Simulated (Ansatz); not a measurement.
Reference: Nb$_{2}$GaC (P6_3/mmc), PBEsol, DFPT electron-phonon coupling, linearised Boltzmann equation (plane waves, PAW, scalar-relativistic; Ansatz, a first-principles code); geometry: relaxed with this functional, without spin-orbit coupling.

```xyz
8
Lattice="3.1183 0.0000 0.0000 -1.5591 2.7005 0.0000 0.0000 0.0000 13.4685" Properties=species:S:1:pos:R:3 pbc="T T T"
Nb     1.5591     0.9002    12.2591
Nb     0.0000     1.8003     1.2094
Nb     0.0000     1.8003     5.5248
Nb     1.5591     0.9002     7.9437
Ga     1.5591     0.9002     3.3671
Ga     0.0000     1.8003    10.1014
C      0.0000     0.0000     0.0000
C      0.0000     0.0000     6.7342
```

| Property | Result |
|---|---|
| resistivity at 300 K | 24 μΩ·cm |
| electron-phonon coupling λ | 0.38 |
| logarithmic mean phonon energy | 23 meV |

Q: Swap Ga for S, keeping the structure type. How do these values move?

A: Nb₂CS (P6_3/mmc): volume per atom 14.2 to 13.4 Å³; resistivity at 300 K rises (24 μΩ·cm to 35 μΩ·cm); electron-phonon coupling λ rises (0.38 to 0.64); logarithmic mean phonon energy stays about the same (23 meV to 23 meV).

Moves up to 11 % count as about the same. Metals; harmonic phonons alone scatter; means over directions. Halving the electron mesh moves these values by up to 8 %; q meshes are mostly untested. Spin-orbit coupling is left out.

Computed structure with no diffraction record at hand here (it may be known, metastable or hypothetical): Nb2CS (P6_3/mmc), Nb2GaC (P6_3/mmc).
